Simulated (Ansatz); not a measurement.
**Hypothetical rock salt ZrSi, point defects**

Base system: a 16-atom supercell of ZrSi in the rock salt structure (space group Fm-3m, No. 225; a = 5.341 Å; a hypothetical phase, not in the database extracts checked) at its relaxed geometry.

One neutral defect a cell, atoms relaxed at fixed cell.

Method: plane-wave PAW DFT at the PBEsol level (Ansatz, a first-principles code, 420 eV), scalar-relativistic without spin-orbit coupling.

| change | pressure | largest displacement of a host atom from its site in the perfect cell |
|---|---|---|
| perfect supercell | 0.0 GPa | – |
| Li interstitial (started 2.09 Å from the nearest host atom) | 4.5 GPa | 0.14 Å |
| H interstitial (started 1.89 Å from the nearest host atom) | 0.7 GPa | 0.11 Å |
| Pt on a Si site | 1.9 GPa | 0.03 Å |

In so small a cell the defect repeats every few ångströms: this is an ordered compound, not a dilute defect. All final runs are without spin polarisation.
